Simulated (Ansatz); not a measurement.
**ZrSe2, response to strain**

Take ZrSe2 in the CdI2 type structure (space group P-3m1, No. 164; layered, stacked along the Cartesian z axis; relaxed with 0.1 eV smearing) as the base.

```yaml
crystal:
  lattice:
    - [3.65993, 0.00000, 0.00000]
    - [-1.82997, 3.16959, 0.00000]
    - [0.00000, 0.00000, 5.84130]
  atoms:
    - { symbol: Zr, position: [0.00000, 0.00000, 0.00000] }
    - { symbol: Se, position: [0.33333, 0.66667, 0.27535] }
    - { symbol: Se, position: [0.66667, 0.33333, 0.72465] }
```

Cartesian axes are those of the cell as printed.

Strains are applied to the cell and any free atomic positions relax; under biaxial strain the out-of-plane vector relaxes too.

Method: PBEsol-D3(BJ) (Ansatz, a first-principles code; PAW; 420 eV plane waves; without spin-orbit coupling).

Notes on the quantities. energy relative to the base: free energy F; pressure: mean of the normal stresses, compression positive.

| change | largest internal atomic displacement | energy relative to the base | pressure | space group |
|---|---|---|---|---|
| base | – | 0 meV/atom | 0.0 GPa | P-3m1 (No. 164) |
| biaxial strain +2.49 %, plane normal [001], relaxed out of plane | – | – | -2.1 GPa | P-3m1 (No. 164) |
| isotropic strain −2.11 % | 0.055 Å | +15 meV/atom | 3.6 GPa | P-3m1 (No. 164) |
| isotropic strain −1.31 % | 0.035 Å | +5.4 meV/atom | 2.1 GPa | P-3m1 (No. 164) |
| isotropic strain +1.47 % | 0.042 Å | +6.1 meV/atom | -1.8 GPa | P-3m1 (No. 164) |
| isotropic strain +4.22 % | 0.127 Å | +45 meV/atom | -4.3 GPa | P-3m1 (No. 164) |
| uniaxial strain ε_xx = −0.77 % | – | +0.5 meV/atom | 0.4 GPa | C2/m (No. 12) |
| uniaxial strain ε_xx = +3.50 % | 0.034 Å | +9.5 meV/atom | -1.7 GPa | C2/m (No. 12) |
| uniaxial strain ε_yy = −4.71 % | [?] | [?] | [?] | C2/m (No. 12) |

Task: Some entries are withheld; estimate them.

Result: 
- uniaxial strain ε_yy = −4.71 %, largest internal atomic displacement: 0.047 Å
- uniaxial strain ε_yy = −4.71 %, energy relative to the base: +19 meV/atom
- uniaxial strain ε_yy = −4.71 %, pressure: 2.7 GPa

Stability against distortions was not tested. All final runs are without spin polarisation.
